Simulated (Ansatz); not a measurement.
The reference is W in the bcc (W type) structure (space group Im-3m, No. 229; a = 3.1542 Å; relaxed with 0.1 eV smearing).

Method: PBEsol (Ansatz, an electronic-structure program), no SOC.

For the base:

The band gap is zero and the pressure is 0.0 GPa.

One thing is altered: every lattice vector is stretched by 3.00 %; the atoms relax in the strained cell.

Predict the new band gap.

The band gap remains zero.

Estimate the effect on the energy relative to the base.

The energy increases by 117 meV/atom.

How does this affect the pressure?

The pressure goes from zero to -23.8 GPa.

No phonon test of stability was made. The final runs are not spin-polarised.
